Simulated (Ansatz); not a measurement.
Adsorption energy and surface dipole of O on the 1x1 (111) surface of fcc Ir, one in a 2x1 cell, started at the site 'bridge Ir-Ir (span 2.7 Å)', worked from the runs' numbers; total energies count from the potentials' own zero.

All values below come from PBE (plane waves to 420 eV, PAW; Ansatz, a program for electronic structure).

Set-up: 9 atoms, 6.6 Å thick at the start under the adsorbate (thin: gaps and levels are the slab's own); mesh 6x12x1; 0.1 eV smearing; dipole correction on; 4 atoms held, the rest relaxed; symmetry of the start imposed; no spin, no spin-orbit, no U, no dispersion correction. At the end it is bonded to 3 Ir. In PBE it is, or lies within 0.03 eV of, the lowest of the starts that converged.

| quantity | value |
|---|---|
| slab with the adsorbate | -96045.315 eV |
| clean slab, same cell and mesh | -95478.847 eV |
| reference, ½ O2(g) | -564.968 eV |
| area of the cell | 12.98 Å² |
| change of the step from the bottom to the top vacuum level | 0.469 eV |

Q: What is the adsorption energy against this reference?

A: E(slab + adsorbate) − E(slab) − E(reference) = -1.50 eV, so in this state the adsorbate is more stable than in the reference, at a coverage of 7.71 a nm².

Q: What dipole does adsorption add to the slab along the outward normal (Helmholtz relation, ε₀ = 0.005526 e/(V·Å))?

A: p = −ε₀·A·ΔV = -0.034 e·Å = -0.16 D; its negative end points to the vacuum, which raises the vacuum level.
